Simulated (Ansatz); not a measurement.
Results of r²SCAN (Ansatz, a program for electronic structure, PAW) for CsCl-type AuZn (cubic form, which distorts at low temperature).

Numerical settings: plane-wave cutoff 600 eV, 12×12×12 k mesh, Fermi–Dirac smearing 0.1 eV, finite displacements, scalar-relativistic PAW data made under PBE.

The cell has the measured lattice parameters. Conventional cell: a = 3.1470 Å, b = 3.1470 Å, c = 3.1470 Å, α = 90.00°, β = 90.00°, γ = 90.00°.

```yaml
crystal:
  lattice:
    - [3.14700, 0.00000, 0.00000]
    - [0.00000, 3.14700, 0.00000]
    - [0.00000, 0.00000, 3.14700]
  atoms:
    - { symbol: Zn, position: [0.50000, 0.50000, 0.50000] }
    - { symbol: Au, position: [0.00000, 0.00000, 0.00000] }
```

Harmonic phonon frequencies (cm⁻¹; i marks an imaginary mode):

| q point | frequencies |
|---|---|
| Γ | 0 0 0 137 137 137 |
| X | 53 53 100 122 122 158 |
| M | ? |

### Question
Complete the blanks.

### Answer

- M, frequencies: 20 20 58 123 170 170

No imaginary mode appears at these points.

Note: symmetry holds this phase in the static calculation, where it need not be a minimum; the cell isn't this level's own, so it is under some stress, which shifts stiffness and frequencies.
